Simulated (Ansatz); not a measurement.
The parent structure is SnTe in the rock salt structure (space group Fm-3m, No. 225; a = 6.371 Å).

Method: r2SCAN/PAW in Ansatz (a program for electronic structure), without spin-orbit coupling, earlier PAW set.

Base values:

The electron mass comes out as 0.065 mₑ along k, 0.14 mₑ across (at L).

Modification: the cell is scaled by 1.0172 in all directions, atoms relaxed at fixed cell.

Question: Estimate the effect on the energy relative to the base.

Answer: The energy rises by 11 meV/atom.

Question: Predict the new electron mass.

Answer: The electron mass becomes 0.12 mₑ along k, 0.13 mₑ across (at L) (base: 0.065 mₑ along k, 0.14 mₑ across (at L)).

With Te present, leaving out spin-orbit coupling can change the band edges. The levels and masses belong to the bands next to the band gap. The cells carry an imposed strain or load. Effective masses come from finite differences of ±0.01 Å⁻¹. Along k means along the line from Γ to the band edge. Stability against distortions was not tested.
